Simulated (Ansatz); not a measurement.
Inside the gap of an insulator the Bloch states are evanescent, with a wavenumber k + iκ along the transport direction.

Given:

```
HfO2
1.0
    4.90466     0.00000     0.00000
    0.00000     5.11507     0.00000
    0.00000     0.00000     5.03269
Hf O
4 8
Direct
  0.73252   0.03301   0.24144
  0.26748   0.96699   0.74144
  0.73252   0.46699   0.74144
  0.26748   0.53301   0.24144
  0.92865   0.36787   0.37927
  0.07135   0.63213   0.87927
  0.92865   0.13213   0.87927
  0.07135   0.86787   0.37927
  0.53988   0.73395   0.49229
  0.46012   0.26605   0.99229
  0.53988   0.76605   0.99229
  0.46012   0.23395   0.49229
```

Space group of this cell: Pca2_1. The cell is strained (lengths across the current scaled by 0.98, ions clamped); by r2SCAN its mean pressure is 16.6 GPa.

Transport runs along the normal of the first two printed cell vectors.

No gap correction and no spin-orbit coupling; mid-gap values are interpolated between computed energies.

**Question.** Predict the band gap and the smallest decay constant κ at mid-gap from r2SCAN (Ansatz, a program for electronic structure).

**Answer.** Gap 5.13 eV on a 6×6×6 mesh; κ = 0.410 1/Å, at the zone centre.
